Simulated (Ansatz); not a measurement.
Structures of equal composition on the (0001) surface of 4H silicon carbide (Si plane on top): (√3x√3)R30° Sn adatom at H3; (√3x√3)R30° Sn adatom at T4. The slabs share one bottom face, and each structure is named by its start. These are constructed structures in small cells; real faces may alloy, dewet or reconstruct in larger ones, and not all known structures of the face are among them. Slabs of about 10 Å with all that they carry, Fermi-Dirac smearing of 0.025 eV. Bottom of the slabs: H caps. Relaxed from the named starts with such symmetry as they have, on meshes of like density; energies extrapolated to zero smearing; no spin-orbit coupling, no U. Spin-polarised runs, if any, are marked in brackets, and their order is one that fits the cell; the others ran without spin. Where a second, spin-polarised start was run, the lower counts.

Host crystal: 4H silicon carbide, with a band gap (PBE, scalar-relativistic without spin-orbit coupling).

Computed with r2SCAN, at the PBE geometry (plane waves to 500 eV, PAW; Ansatz, a program for electronic structure).

Order them by energy per 1x1 cell (lowest first) at the level r2SCAN, at the PBE geometry.

(√3x√3)R30° Sn adatom at T4 (0.000 eV [spin, 1.0 μB a cell], gap 0.56 eV on the mesh), (√3x√3)R30° Sn adatom at H3 (0.124 eV [spin, 1.0 μB a cell], gap 0.60 eV on the mesh)
